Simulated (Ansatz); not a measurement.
Data:

End structure of the (100) surface of alpha tin, 1x1 symmetric dihydride (bottom of the slab: dihydride, held):

```xyz
12
Lattice="4.7072 0.0000 0.0000 0.0000 4.7072 0.0000 0.0000 0.0000 30.0000" Properties=species:S:1:pos:R:3 pbc="T T T"
Sn     2.3536     0.0000     9.1752
Sn     2.3536     2.3536    10.8394
Sn     0.0000     2.3536    12.4819
Sn     0.0000     0.0000    14.1380
Sn     2.3536     0.0000    15.7886
Sn     2.3536     2.3536    17.4431
Sn     0.0000     2.3536    19.0880
Sn     0.0000     0.0000    20.7016
H      3.7057     0.0000     8.0484
H      1.0015     0.0000     8.0484
H      1.3860     0.0000    21.7424
H      3.3212     0.0000    21.7424
```

Model: 12-atom slab, 13.9 Å thick at the start with caps and adatoms (thin: gaps and levels are the slab's own), 6x6x1 mesh, Fermi-Dirac 0.025 eV, dipole correction, single point; on the structure that PBE left under its start's symmetry; no spin, no spin-orbit, no U. In PBE it lies 0.01 eV a 1x1 cell over the lowest computed structure of the same composition (1x1 canted dihydride).

Estimate the highest filled level below the top vacuum level that Ansatz (a first-principles code) with r2SCAN, at the PBE geometry returns for this input.

4.79 eV

What gap of the slab on its k-mesh does r2SCAN, at the PBE geometry give?

0.29 eV
